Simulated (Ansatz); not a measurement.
Base system: InSb in the zinc blende structure (space group F-43m, No. 216; a = 6.450 Å).

Level of theory: Ansatz (a first-principles code), LDA, PAW, cutoff 420 eV, scalar-relativistic without spin-orbit coupling.

For the base:

| Quantity | Value |
|---|---|
| Band gap | zero |
| Volume per atom | 33.54 Å³ |

Now apply this change: cell and atoms relaxed at a pressure of 4.5 GPa.

Problem. What happens to the band gap?

Solution. The band gap goes from zero to 0.12 eV.

Problem. Predict the new volume per atom.

Solution. The volume per atom drops by 2.58 Å³, from 33.54 Å³ to 30.96 Å³.

With Sb present, leaving out spin-orbit coupling can change the band edges. Load acts through the strain it causes; cell and atoms are relaxed under it. Whether these cells are dynamically stable was not tested. Tetrahedral semiconductors of this kind turn to denser phases somewhere between about 1 and 50 GPa; those were not computed, so compressed cells here can lie past the real transition. The final runs are not spin-polarised. A zero or small gap of InSb can be the functional's error rather than a property of the material.
